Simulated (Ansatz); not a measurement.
Base system: AlN in the zinc blende structure (space group F-43m, No. 216; a = 4.342 Å). Axes: x, y, z lie along the cube axes.

Computed with LDA, PAW, 420 eV (Ansatz, a first-principles code; no spin-orbit coupling).

It is then changed as follows: an isotropic linear strain of −1.50 %, atoms relaxed at fixed cell.

Q: Predict the stress tensor and what it implies for the stiffness.

A: Stress of the strained cell less that of the base (GPa, compression positive):
```
  10.40    0.00    0.00
   0.00   10.40    0.00
   0.00    0.00   10.40
```

Then B = −ΔP/(ΔV/V₀) with ΔV/V₀ = -0.0443 gives secant stiffness values (nonlinear terms included at this strain): B ≈ 235 GPa.

As a check, the harmonic strain energy −½ V₀ Δσ:ε is 15 meV/atom; the computed energy rise is 14 meV/atom.

Stability against distortions was not tested. This is not the structure that AlN has at room temperature and ambient pressure.
